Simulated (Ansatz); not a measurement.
# Pressure series in Ru

Base system: Ru in the hcp (Mg type) structure (space group P6_3/mmc, No. 194; a = 2.6761 Å, c = 4.2206 Å).

Cell and atoms are relaxed at each pressure.

The values are results of LDA (Ansatz, an electronic-structure program), no SOC, not measurements.

Notes on the quantities. enthalpy: H = E + PV relative to the base's energy.

```csv
change,density,shortest interatomic distance,enthalpy
base,12.82 g/cm³,261.5 pm,–
pressure −2 GPa,12.75 g/cm³,262.0 pm,-0.16 eV/atom
pressure −1 GPa,12.79 g/cm³,261.8 pm,-0.08 eV/atom
pressure 0.9 GPa,12.85 g/cm³,261.3 pm,+0.07 eV/atom
pressure 2.1 GPa,12.90 g/cm³,261.1 pm,+0.17 eV/atom
pressure 4.5 GPa,12.98 g/cm³,260.6 pm,+0.37 eV/atom
pressure 9 GPa,…,…,+0.73 eV/atom
pressure 15 GPa,13.31 g/cm³,258.4 pm,+1.20 eV/atom
pressure 22.5 GPa,13.53 g/cm³,257.1 pm,+1.79 eV/atom
pressure 30 GPa,13.75 g/cm³,255.8 pm,+2.36 eV/atom
```

### Question
Fill in the withheld entries from the trend.

### Answer

- pressure 9 GPa, density: 13.12 g/cm³
- pressure 9 GPa, shortest interatomic distance: 259.6 pm

Load acts through the strain it causes; cell and atoms are relaxed under it. Whether these cells are dynamically stable was not tested. No other phases were tried under pressure. The final runs are not spin-polarised.
